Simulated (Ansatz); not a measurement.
**A constructed model of the (111) surface of fcc Pt, a pseudomorphic layer of Zn in the host's stacking (bottom of the slab: a bare face, its two planes held)**

Computed with PBE (plane waves to 420 eV, PAW; Ansatz, a program for electronic structure).

Set-up: 7 atoms, 13.6 Å thick at the start; mesh 15x15x1; 0.1 eV smearing; dipole correction on; 2 atoms held, the rest relaxed; symmetry of the start imposed; no spin, no spin-orbit, no U. It is one candidate, not shown to be the stable structure of the face.

| Property | Result |
|---|---|
| work function of the top face | 4.46 eV |
| energy released by relaxation | 0.014 eV |
| cost | around 2.2 core-minutes (rough) |
